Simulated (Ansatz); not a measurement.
**TaN, response to strain**

Consider TaN (space group P6/mmm, No. 191).

```
CELL_PARAMETERS angstrom
      5.20166     0.00000     0.00000
     -2.60083     4.50477     0.00000
      0.00000     0.00000     2.90614
ATOMIC_POSITIONS crystal
  Ta 0.00000 0.00000 0.00000
  Ta 0.33333 0.66667 0.50000
  Ta 0.66667 0.33333 0.50000
  N  0.50000 0.00000 0.00000
  N  0.50000 0.50000 0.00000
  N  0.00000 0.50000 0.00000
```

Strains are applied to the cell and any free atomic positions relax.

Computed with PBEsol (Ansatz, an electronic-structure program), no SOC.

Notes on the quantities. pressure: mean of the normal stresses, compression positive.

| isotropic strain (%) | pressure (GPa) |
|---|---|
| -0.36 | 3.6 |
| 0 | 0.0 |
| 0.47 | ? |
| 1.03 | -9.3 |
| 2.33 | -19.1 |

Q: Fit P = P₀ − Bδ + Cδ² with δ = (1 + ε)³ − 1 to the rows shown and predict the withheld row.

A: Least squares on the printed values gives P₀ = 0.0 GPa, B = 323 GPa (at held cell shape), C = 783 GPa (largest residual 0.0 GPa); this predicts -4.4 GPa, and the run gives -4.4 GPa, in agreement.

Whether these cells are dynamically stable was not tested. All final runs are without spin polarisation. This is not the structure that TaN has at room temperature and ambient pressure.
